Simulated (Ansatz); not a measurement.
# ZnCu in the CsCl type structure (space group Pm-3m, No. 221)

Space group Pm-3m (No. 221); a = 2.9083 Å, b = 2.9083 Å, c = 2.9083 Å, α = 90.00°, β = 90.00°, γ = 90.00°

| atom | site | symmetry | x | y | z |
|---|---|---|---|---|---|
| Zn | 1a | m-3m | 0.0000 | 0.0000 | 0.0000 |
| Cu | 1b | m-3m | 0.5000 | 0.5000 | 0.5000 |

The values are results of PBEsol in Ansatz (plane waves to 420 eV, PAW, no SOC), not measurements. Γ-centred 16×16×16 mesh, Fermi–Dirac width 0.05 eV.

```json
{
  "volume_per_atom": "12.30 Å³",
  "density": "8.71 g/cm³",
  "band_gap": "zero",
  "total_energy": "-4934.941 eV/atom (σ→0; compares only within this code and set-up)"
}
```

Stability against distortions was not tested. All final runs are without spin polarisation.

Ansatz is a quantum-chemistry and plane-wave program.
